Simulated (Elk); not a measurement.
A self-consistent single point of Li3Mg (Pm-3m, 4 atoms in the cell) with Elk.

Level of theory: PBEsol, all-electron FP-LAPW, Elk's shipped species files, APW+lo basis with extra local orbitals run with Elk.

The change in words: lattice scaled by 0.98. Reference geometry:
```
Li3Mg
1.0
    4.30430     0.00000     0.00000
    0.00000     4.30430     0.00000
    0.00000     0.00000     4.30430
Li Mg
3 1
Direct
  0.50000   0.50000   0.00000
  0.00000   0.50000   0.50000
  0.50000   0.00000   0.50000
  0.00000   0.00000   0.00000
```

Reference input (self-consistent single point, DFT, PBEsol, all-electron FP-LAPW, Elk's shipped species files, APW+lo basis with extra local orbitals): xctype = 22; rgkmax = 7.5; stype = 0; swidth = 0.00367493 Ha; ngridk = 10 10 10; tforce = true; gmaxvr = 18 1/bohr; lmaxapw = 10; lmaxo = 8; nxlo = 2; lorbcnd = true; lradstp = 2. This run's input differs from it in these lines:

```diff
@@ -43,5 +43,5 @@
 avec
-    8.1339500480    0.0000000000    0.0000000000
-    0.0000000000    8.1339500480    0.0000000000
-    0.0000000000    0.0000000000    8.1339500480
+    7.9712710848    0.0000000000    0.0000000000
+    0.0000000000    7.9712710848    0.0000000000
+    0.0000000000    0.0000000000    7.9712710848
```

Output, abridged:

```
│ Self-consistent loop started │
│ Loop number : 1 │
 total energy                :     -221.810368920
│ Loop number : 2 │
 total energy                :     -221.819875284
RMS change in Kohn-Sham potential (target) :    12.57706809     (  0.1000000000E-05)
Absolute change in total energy (target)   :   0.9506364470E-02 (  0.1000000000E-03)
│ Loop number : 3 │
 total energy                :     -222.109493099
RMS change in Kohn-Sham potential (target) :    6.605448763     (  0.1000000000E-05)
Absolute change in total energy (target)   :   0.2919944061     (  0.1000000000E-03)
│ Loop number : 4 │
   [... lines left out ...]
Absolute change in total energy (target)   :   0.7831012994E-05 (  0.1000000000E-03)
│ Loop number : 14 │
 total energy                :     -222.296567056
RMS change in Kohn-Sham potential (target) :   0.1232362328E-05 (  0.1000000000E-05)
Absolute change in total energy (target)   :   0.1871681945E-05 (  0.1000000000E-03)
│ Loop number : 15 │
 total energy                :     -222.296566066
RMS change in Kohn-Sham potential (target) :   0.4304713986E-06 (  0.1000000000E-05)
Absolute change in total energy (target)   :   0.5220333890E-06 (  0.1000000000E-03)
Convergence targets achieved

│ Loop number : 16 │

Energies :
 Fermi                       :     0.618205687165E-01
 total energy                :     -222.296566194

Density of states at Fermi energy :    53.37837337
 (states/Hartree/unit cell)

Estimated indirect band gap :   0.1979804439E-02
 from k-point     56 to k-point     49
Estimated direct band gap   :   0.5929893094E-02
 at k-point     27

Charges :
 core                        :    2.000000000
 valence                     :    19.00000000
 interstitial                :    4.109844459
 muffin-tins (core leakage)
  species :    1 (Li)
   atom    1                 :    2.138020333     (   0.000000000    )
   atom    2                 :    2.138020333     (   0.000000000    )
   atom    3                 :    2.138020333     (   0.000000000    )
  species :    2 (Mg)
   [... lines left out ...]
   total force               :     0.00000000   -0.00000000    0.00000000
   total magnitude           :     0.00000000
 species :    2 (Mg)
  atom :    1
   Hellmann-Feynman          :    -0.00000000    0.00000000    0.00000000
   IBS                       :     0.00000000   -0.00000000    0.00000000
   total force               :    -0.00000000   -0.00000000    0.00000000
   total magnitude           :     0.00000000
```

The run converged in 16 iterations. The count includes the last loop, which Elk runs after its targets are met. Against the reference run the total energy goes up by 5.0 meV/atom.

The starting cell comes from a database of computed structures (which also holds hypothetical and non-ambient phases and stackings), without a prior relaxation at this level. Its lattice was rescaled by a random factor within 2.5 % of one. For this run, on top of that: lattice scaled by 0.98. Values depend on the basis (sphere radii, cutoffs, local orbitals), which need not be converged. The log's line on a gap gives a spacing of levels on this mesh, which the program prints for metals too.

Cost on one core of a shared machine: roughly 6 min.
